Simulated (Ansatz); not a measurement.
Functionals compared on a constructed model of the (0001) surface of hcp Os, a pseudomorphic layer of Co in the host's stacking (bottom of the slab: a bare face, its two planes held), in Ansatz (plane waves, PAW). The structure was relaxed with PBE; the other rows are single points on it. Cutoff 420 eV.

Slab: 7 atoms, 13.2 Å thick at the start; k 16x16x1, smearing 0.1 eV, dipole-corrected; 2 atoms held, the rest relaxed; held to the start's symmetry, so lower structures may exist; spin-polarised, ending with about 1.6 μB a cell; orders that need a larger cell were not tried, no spin-orbit, no U. It is one candidate, not shown to be the stable structure of the face. These notes are the PBE run's.

| functional | work function of the top face (eV) | magnetic moment of the cell (μB) | rough cost of the single point |
|---|---|---|---|
| PBE | 4.53 | 1.58 | – |
| RPBE | (withheld) | 1.61 | roughly 80 core-seconds |

Q: Fill in the missing entries.

A: 
- RPBE, work function of the top face (eV): 4.34

Ansatz is an electronic-structure program.
